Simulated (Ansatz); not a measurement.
## Electron-phonon data for TaN (P-62m)

```
TaN
1.0
    5.18025     0.00000     0.00000
   -2.59012     4.48623     0.00000
    0.00000     0.00000     2.89466
Ta N
3 3
Direct
  0.00000   0.00000   0.00000
  0.33333   0.66667   0.50000
  0.66667   0.33333   0.50000
  0.39331   0.00000   0.00000
  0.60669   0.60669   0.00000
  0.00000   0.39331   0.00000
```

These are PBEsol, DFPT electron-phonon coupling, linearised Boltzmann equation (plane waves, PAW, scalar-relativistic; Ansatz, a first-principles code) values and carry that method's errors. How the cell was made: relaxed with this functional, without spin-orbit coupling.

```
Quantity                                                                                                        Result
----------------------------------------------------------------------------------  ----------------------------------
resistivity at 300 K                                                                10.9 (x), 10.9 (y), 11.3 (z) μΩ·cm
resistivity at 77 K                                                                 0.98 (x), 0.98 (y), 0.88 (z) μΩ·cm
electron mean free path at 300 K (weighted by the current that each state carries)           32 (x), 32 (y), 36 (z) nm
electron-phonon coupling λ                                                                                       0.115
transport coupling λ_tr                                                                0.120 (x), 0.120 (y), 0.126 (z)
logarithmic mean phonon energy                                                                                  29 meV
density of states at the Fermi level                                                        0.27 states/(eV·spin·cell)
Drude plasma energy                                                                       3.3 (x), 3.3 (y), 3.2 (z) eV
```

A metal at this level (no band gap). Only scattering by harmonic phonons is included (no impurities, grain boundaries, electron-electron scattering or thermal expansion). Spin-orbit coupling is left out, which matters with elements this heavy. Halving the electron mesh (20x20x28) moves the resistivity by up to 11 % at 300 K, the mean free path by up to 9 %, the coupling by up to 3 %. Smearing 0.20 eV; phonons on a 3x3x5 q mesh, which this run doesn't test and which matters most at low temperature.
